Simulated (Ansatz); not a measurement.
**Ti on a Ta site (middle of the slab) in a 3x3 cell of the 1x1 (110) surface of bcc Ta**

Method: PBE (plane waves to 420 eV, PAW; Ansatz, a quantum-chemistry and plane-wave program).

Set-up: 36 atoms, 6.8 Å thick at the start (thin: gaps and levels are the slab's own); mesh 4x4x1; 0.1 eV smearing; dipole correction on; 9 atoms held, the rest relaxed; start symmetry kept, larger cells not searched; no spin, no spin-orbit, no U.

The formation energy against bcc Ta, hcp Ti is 0.15 eV and the work function of the top face comes out as 4.76 eV. The change of the work function is -0.002 eV, the change of the step from the bottom to the top vacuum level, against the clean slab comes out as -0.012 eV and the energy released by relaxation is 0.010 eV. The largest move of a host atom comes out as 0.02 Å.
